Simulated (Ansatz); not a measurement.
Start from SnTe in the rock salt structure (space group Fm-3m, No. 225).

```xyz
2
Lattice="0.0000 3.1851 3.1851 3.1851 0.0000 3.1851 3.1851 3.1851 0.0000" Properties=species:S:1:pos:R:3 pbc="T T T"
Te     0.0000     0.0000     0.0000
Sn     3.1851     3.1851     3.1851
```

Cartesian axes are those of the cell as printed.

Method: DFT with r2SCAN, PAW potentials and a 500 eV plane-wave cutoff in Ansatz (a quantum-chemistry and plane-wave program), scalar-relativistic without spin-orbit coupling.

Strains are applied to the cell and any free atomic positions relax; under stress the whole cell relaxes.

One change was made to it. Results:

The band gap increases by 0.40 eV, from 0.13 eV to 0.53 eV; the energy increases by 95 meV/atom.

What was done to the base?
A. uniaxial strain ε_zz = +2.01 %
B. uniaxial strain ε_zz = +2.79 %
C. isotropic strain +5.32 %
D. uniaxial stress, 3 GPa tension along x

C, isotropic strain +5.32 %. For comparison, the band gap in the other runs: uniaxial strain ε_zz = +2.01 % gives 0.16 eV; uniaxial stress, 3 GPa tension along x gives 0.14 eV; uniaxial strain ε_zz = +2.79 % gives 0.15 eV.

Spin-orbit coupling, missing from the scalar runs, can matter with Te. Beyond what the load breaks, stability against distortions was not tested. A zero or small gap of SnTe can be the functional's error rather than a property of the material.
